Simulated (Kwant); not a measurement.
Device: wire with a row of barriers in a Si two-dimensional gas. Effective mass 0.19 mₑ, grid spacing 12 nm, hard walls, nominal width 300 nm (25 grid rows, so walls 312 nm apart), one parabolic valley, scattering region 1200 nm long along x; energies count from the band bottom; Fermi energy swept from 1.7592e-05 to 0.00020891 eV. 2 barrier(s) across the wire, height 0.0013 eV, thickness 24 nm (about 2 grid columns), spaced by 144 nm.

The device is made up for the run: typed textbook-type constants, with dimensions and the other settings drawn at random.

Kwant, effective-mass tight-binding model on a square grid, one spin, coherent transport at 0 K. Conductance is in e²/h.

Question: How many channels do the leads carry at E = 0.0922, 0.125 meV?

Answer: The hard-wall thresholds are n² ħ²π²/(2mW²) = n² × 0.0203 meV with W = 312 nm. √(0.0922/0.0203) = 2.13, so 2. √(0.125/0.0203) = 2.48, so 2.
